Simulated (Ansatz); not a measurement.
**Several settings converged on P (Cmce, 4 atoms in the cell)**

```
CELL_PARAMETERS angstrom
      1.64672    -5.21380     0.00000
      1.64672     5.21380     0.00000
      0.00000     0.00000     4.35810
ATOMIC_POSITIONS crystal
  P  0.10170 0.89830 0.91940
  P  0.39830 0.60170 0.41940
  P  0.60170 0.39830 0.58060
  P  0.89830 0.10170 0.08060
```

Base method: PBE (plane waves, PAW; Ansatz, a program for electronic structure).

Base settings: basis.ecutwfc = 420 eV; kpoints.mp_grid.grid = 8 8 6; hamiltonian.xc = pbe; hamiltonian.pseudopotentials = {kind: paw} (the program's default PAW files); scf.occupations.method = fermi_dirac; scf.occupations.width = 0.05 eV.

Core times come from one kind of shared machine, to one figure; runs under 30 s give none.

**Zone-centre phonons against the mesh**

In this ladder: phonons.method = dfpt.

Frequencies are those of the unrelaxed cell, without the LO-TO term of polar crystals.

Only quantities that move along the ladder and can be compared are tabulated.

```csv
kpoints.mp_grid.grid,highest zone-centre frequency (cm⁻¹),lowest optical frequency (cm⁻¹),core time / last (rough)
3 3 2,468.9,73.9,–
4 4 3,474.1,84.8,–
5 5 4,465.6,62.9,–
7 7 5,469.7,91.8,–
10 10 7,470.7,96.2,0.05
12 12 9,470.8,105.4,0.09
15 15 11,470.9,106.3,0.3
19 19 14,470.9,105.6,0.6
24 24 17,470.9,105.9,1
```

Coarsest kpoints.mp_grid.grid that holds the lowest optical frequency within 5 cm⁻¹ of the last step, with all finer ones: 12 12 9, at about 0.09 of the last step's time; the step before is off by 9.7 cm⁻¹.

Coarsest kpoints.mp_grid.grid that holds the highest zone-centre frequency within 1 cm⁻¹ of the last step, with all finer ones: 10 10 7, at about 0.05 of the last step's time; the step before is off by 1.2 cm⁻¹.

**The q mesh of the phonons**

In this ladder: kpoints.mp_grid.grid = 12 12 6; phonons.method = dfpt.

Only quantities that move along the ladder and can be compared are tabulated.

Thermal sums run over frequencies interpolated from this q mesh.

| phonons.qmesh | vibrational free energy at 300 K (meV/atom) | core time / last (rough) |
|---|---|---|
| 1 1 1 | 15.62 | 0.05 |
| 2 2 2 | 17.73 | 0.3 |
| 3 3 3 | 19.26 | 1 |

Coarsest phonons.qmesh that holds the vibrational free energy at 300 K within 2 meV/atom: not settled: the last two steps still differ by 1.5 meV/atom, over half the tolerance, so the ladder does not show it.

On the base run: the starting cell has typed, rounded lattice constants, without a prior relaxation at this level. Its lattice was rescaled by up to half a per cent. In the base run, with a pressure of about 4 GPa the cell is away from its equilibrium volume at this level.

Keys are those of Ansatz 0.2.
